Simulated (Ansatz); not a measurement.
## How the volume per atom of MoSi (model structure, started from the CoSn type, P6/mmm, No. 191, 6 atoms in the cell) moves with the method

No measured value is used here.

```tsv
level (code)	value (Å³/atom)
PBE (Ansatz)	?
PBEsol (Ansatz)	16.92
PBE-D3(BJ) (Ansatz)	16.88
```

Question: What belongs in the gaps?

Answer: 
- PBE (Ansatz, a quantum-chemistry and plane-wave program), value (Å³/atom): 17.36

Ansatz's density-functional and Hartree–Fock values are scalar-relativistic unless marked +SOC, with PAW data made under PBE.

A model structure was made by putting elements into a prototype or built by hand; it is no filed structure, need not be a known phase, and can be a saddle point held by its symmetry.
